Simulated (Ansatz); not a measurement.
The starting structures come from a database of crystals and need not be the phases stable at ambient conditions.

The decay constant κ of evanescent states in the gap governs leakage through a thin film.

Data:

```xyz
24
Lattice="5.0981 0.0000 0.0000 0.0000 10.0931 0.0000 0.0000 0.0000 5.2714" Properties=species:S:1:pos:R:3 pbc="T T T"
Zr     1.2590     6.2128     5.0917
Zr     3.8391     3.8803     0.1798
Zr     1.2901     3.8803     2.4560
Zr     3.8080     6.2128     2.8155
Zr     3.8080     8.9268     0.1798
Zr     1.2901     1.1663     5.0917
Zr     3.8391     1.1663     2.8155
Zr     1.2590     8.9268     2.4560
O      1.8975     7.1669     3.2962
O      3.2007     2.9262     1.9753
O      0.6516     2.9262     0.6605
O      4.4465     7.1669     4.6110
O      4.4465     7.9727     1.9753
O      0.6516     2.1204     3.2962
O      3.2007     2.1204     4.6110
O      1.8975     7.9727     0.6605
O      0.0129     5.2727     1.3771
O      5.0852     4.8204     3.8944
O      2.5361     4.8204     4.0128
O      2.5620     5.2727     1.2587
O      2.5620     9.8669     3.8944
O      2.5361     0.2262     1.3771
O      5.0852     0.2262     1.2587
O      0.0129     9.8669     4.0128
```

The cell is taken as given.

Transport runs along the normal of the first two printed cell vectors.

The gap is the functional's own. No spin-orbit coupling. Mid-gap values are those at the computed energy nearest the middle.

Question: Give the band gap and the smallest decay constant κ at mid-gap that Ansatz (a quantum-chemistry and plane-wave program) with r2SCAN yields.

Answer: Gap 4.29 eV on a 6×4×6 mesh; κ = 0.385 1/Å, at the zone centre.
